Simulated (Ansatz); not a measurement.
An Ansatz (an electronic-structure program) run: Ge with a change (Ge → Zn); PBEsol/PAW in Ansatz, no spin-orbit coupling.

Input:

Ansatz 0.2 input:
```yaml
crystal:
  lattice:
    - [0, 2.827715222, 2.827715222]
    - [2.827715222, 0, 2.827715222]
    - [2.827715222, 2.827715222, 0]
  atoms:
    - { symbol: Zn, position: [0.5, 0.5, 0.5] }
    - { symbol: Zn, position: [0.75, 0.75, 0.75] }
basis: { ecutwfc: 420, ecutrho_ratio: 4, xc_grid: 2, fft_grid_basis: typed }
kpoints: { mp_grid: { grid: [14, 14, 14] } }
hamiltonian:
  xc: pbesol
  dispersion: none
  pseudopotentials: { kind: paw }
scf: { occupations: { method: fermi_dirac, width: 0.05 }, convergence: { dr2_threshold: 0.0000000002 } }
output: { forces: true, stress: true }
checkpoint: { write: state.ck, write_every: 1000 }
```

Output (explanatory and most iteration lines left out):

```
Pseudopotential: Zn, paw, valence charge 12
Crystal: 2 atoms, lattice volume = 45.221 Å³
Basis set: ecut = 420 eV, 893 PW (Γ), exchange–correlation on 54×54×54 points (8 copies of the dense FFT grid, shifted against one another)
Bands: 16, of which v1, the nominal top of the filled ones, is band 12 counted from 1 (11 counted from 0)
Symmetry: 48 space group operations
Space group: Fd-3m (ITA 227), of the structure as read, at distance tolerance 3.6e-5 Å
k-points: 104 of 2744
Functional: x = pbesol(κ = 0.804, μ = 0.12345679012345678), c = pbesol(β = 0.046)
SCF iter   1: F=—  HF=-6560.596468 eV  |F-HF|=—  |Δ(HF+E_count)|=         —  Δρ=2.38e-3  dr2=1.51e-3  ethr=1.77e-3  ⟨swp⟩=5.9  Hψ=8260  notcnv=0
SCF iter   2: F=—  HF=-6560.596023 eV  |F-HF|=—  |Δ(HF+E_count)|=   4.45e-4  Δρ=5.56e-4  dr2=7.77e-5  ethr=6.31e-6  ⟨swp⟩=2.0  Hψ=4127  notcnv=0  defer=10
SCF 1 converged in 8 iterations: F = -6560.595965 eV  dr2 = 7.38e-12
SCF converged after 8 iterations
Free energy (F): -6560.595965 eV
Internal energy: -6560.588670 eV  (E = F + TS)
E sigma→0 (E₀):  -6560.592318 eV
Entropy (-TS):   -0.007295 eV (-3.648 meV/atom)
Fermi energy:    5.760441 eV
--- Forces (eV/Å), atoms counted from 1 ---
  atom   1  Zn     0.00000000     0.00000000    -0.00000000
  atom   2  Zn     0.00000000    -0.00000000     0.00000000
--- Stress (GPa, compression-positive) ---
       -0.000016      -0.000000       0.000000
        0.000000      -0.000016      -0.000000
        0.000000       0.000000      -0.000016
  P = ⅓ Tr σ = -0.0000 GPa (-0.000 kbar)
```

Whether these cells are dynamically stable was not tested. The cell was made from Ge by this change: Ge → Zn; the result is a hypothetical phase, not in the database extracts checked.
